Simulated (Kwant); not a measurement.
System: quantum point contact (saddle potential) in a In0.53Ga0.47As two-dimensional gas. Effective mass 0.041 mₑ, grid spacing 6.7 nm, hard walls, nominal width 200 nm (29 grid rows, so walls 201 nm apart), one parabolic valley, scattering region 600 nm long along x; energies count from the band bottom; Fermi energy swept from 0.00011464 to 0.01833 eV. Potential (V0 + ½k y²) cos²(πx/L) for |x| < L/2, with V0 = 0.007 eV, k = 4.6e-06 eV/nm², L = 470 nm.

Constants are typed, rounded textbook-type inputs, not results; the design itself was drawn at random and stands for no fabricated device.

Model: effective-mass tight-binding model on a square grid, one spin, coherent transport at 0 K (Kwant). Conductance is in e²/h.

Sweep values stay those of the base run.

The curvature of the confinement was swept, all else fixed.

| curvature of the confinement (eV/nm²) | G (e²/h) at E = 18.33 meV | mean G (e²/h) over the sweep | G (e²/h) at E = 13.58 meV | G (e²/h) at E = 9.090 meV |
|---|---|---|---|---|
| 2.3e-6 | 5.07 | 1.70 | 3.04 | 1.00 |
| 3.2e-6 | 4.87 | 1.47 | 2.93 | 0.99 |
| 3.9e-6 | 4.07 | 1.33 | 2.41 | 0.98 |
| 4.6e-6 | 4.00 | 1.23 | 2.04 | 0.97 |
| 5.5e-6 | 3.81 | 1.12 | 2.00 | 0.94 |
| 6.9e-6 | 3.02 | 1.00 | 2.00 | 0.85 |
| 9.2e-6 | 2.99 | 0.87 | 1.90 | 0.55 |

From the first row to the last the G at E = 18.33 meV goes from 5.07 to 2.99. From the first row to the last the mean G over the sweep goes from 1.70 to 0.87.
